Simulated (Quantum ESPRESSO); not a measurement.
Quantum ESPRESSO is run on MoS2 (R3m, 3 atoms in the cell), and the run fails. The aim is a self-consistent single point with DFT, PBEsol, plane waves, GBRV 1.5 ultrasoft (PBESOL) pseudopotentials.

Cell that was meant: a = 6.8604 Å, b = 6.8604 Å, c = 6.8604 Å, α = 27.34°, β = 27.34°, γ = 27.34°.

Part of the input:

```fortran
   ecutwfc = 40,
   ecutrho = 320,
   occupations = 'smearing',
   smearing = gaussian,
   degauss = 0.000734986,
/
&ELECTRONS
```

Log, with long lists cut:

```
     This program is part of the open-source Quantum ESPRESSO suite
     for quantum simulation of materials; please cite

 %%%%%%%%%%%%%%%%%%%%%%%%%%%%%%%%%%%%%%%%%%%%%%%%%%%%%%%%%%%%%%%%%%%%%%%%%%%%%%
     Error in routine  read_namelists (1):
      bad line in namelist &system: "   degauss = 0.000734986," (error could be in the previous line)
 %%%%%%%%%%%%%%%%%%%%%%%%%%%%%%%%%%%%%%%%%%%%%%%%%%%%%%%%%%%%%%%%%%%%%%%%%%%%%%

     stopping ...
```

Task: From the messages shown, name the fault and mend the input.

Result: The fault is a string without quotes in a namelist. Fortran namelists need character values in quotes. To fix it, quote the value. The program stopped before any SCF iteration.

The sound input it was made from differs as follows (other fixes are possible):
```diff
-   smearing = gaussian,
+   smearing = 'gaussian',
```

With that input, the run converged in 11 iterations: free energy E − TS -2551.9407 eV; pressure -9.71 GPa; largest force (vector length) 0.963 eV/Å (DFT, PBEsol, plane waves, GBRV 1.5 ultrasoft (PBESOL) pseudopotentials).

On the sound input: the starting cell comes from a database of computed structures (which also holds hypothetical and non-ambient phases and stackings), without a prior relaxation at this level. Its lattice was rescaled by a random factor within 2.5 % of one. Spin polarisation is off. With a pressure of about -10 GPa the cell is away from its equilibrium volume at this level.
